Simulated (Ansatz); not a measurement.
System: LiH (model structure, started from the CsCl type, Pm-3m, No. 221, 2 atoms in the cell). Method: PBE (Ansatz, an electronic-structure program, PAW).

Numerical settings: plane-wave cutoff 520 eV, 14×14×14 k mesh, Fermi–Dirac smearing 0.01 eV, scalar-relativistic PAW data made under PBE.

Cell (relaxed with PBEsol):

```cif
data_HLi
_chemical_formula_sum 'Li1 H1'
_space_group_name_H-M_alt 'P 1'
_space_group_IT_number 1
_cell_length_a 2.49113
_cell_length_b 2.49113
_cell_length_c 2.49113
_cell_angle_alpha 90.000
_cell_angle_beta 90.000
_cell_angle_gamma 90.000
loop_
_space_group_symop_operation_xyz
  'x, y, z'
loop_
_atom_site_label
_atom_site_type_symbol
_atom_site_fract_x
_atom_site_fract_y
_atom_site_fract_z
_atom_site_occupancy
Li1 Li 0.00000 0.00000 0.00000 1
H1 H 0.50000 0.50000 0.50000 1
```

Q: What does this level give for the band gap, smallest direct gap on the k points sampled and Γ–Γ gap?

A: 
* **band gap**: 0.70 eV (indirect)
* **smallest direct gap on the k points sampled**: 4.23 eV
* **Γ–Γ gap**: 20.96 eV

Note: the relaxation could raise the start's symmetry but not lower it, so the cell can be a saddle point; cell and atoms aren't relaxed at this level (pressure 0.7 GPa).

Static lattice: no zero-point or thermal effects.

Computing time: about 4 core-seconds (a rough figure).

A model structure was made by putting elements into a prototype or built by hand; it is no filed structure, need not be a known phase, and can be a saddle point held by its symmetry.
